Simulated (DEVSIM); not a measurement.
System: abrupt Si n-p junction, at 300 K.

Layer 1 from the left is Si, thickness (μm) 1.20, Nd (cm⁻³) 1.9e15, τn (s) 2.8e-6, τp (s) 2.8e-6. Layer 2 from the left is Si, thickness (μm) 45.0, Na (cm⁻³) 9.2e15, τn (s) 2.8e-6, τp (s) 2.8e-6.

Left contact: ohmic. Right contact: ohmic. Voltage is applied to the left contact. Recombination: SRH at mid-gap. Mobility is μmin + (μ − μmin)/(1 + (N/Nref)^α).

Constants are typed, rounded textbook-type inputs, not results; the design itself was drawn at random and stands for no fabricated device. Values at 300 K.

Si: gap (eV) 1.124, affinity (eV) 4.05, permittivity 11.7, Nc (cm⁻³) 2.86e19, Nv (cm⁻³) 3.1e19, μn (cm²/Vs) 1417, μp (cm²/Vs) 470, μn,min 52, μp,min 45, Nref,n 9.7e16, Nref,p 2.2e17, αn 0.68, αp 0.72.

Simulated with DEVSIM: 1D drift-diffusion, Boltzmann statistics, complete ionisation; no tunnelling, impact ionisation, image-force lowering or self-heating.

### Question
What does the simulation give for the dark forward voltage at 1 A/cm², the potential step across the device at zero bias?

### Answer
dark forward voltage at 1 A/cm² 0.540 V; potential step across the device at zero bias 0.665 V.
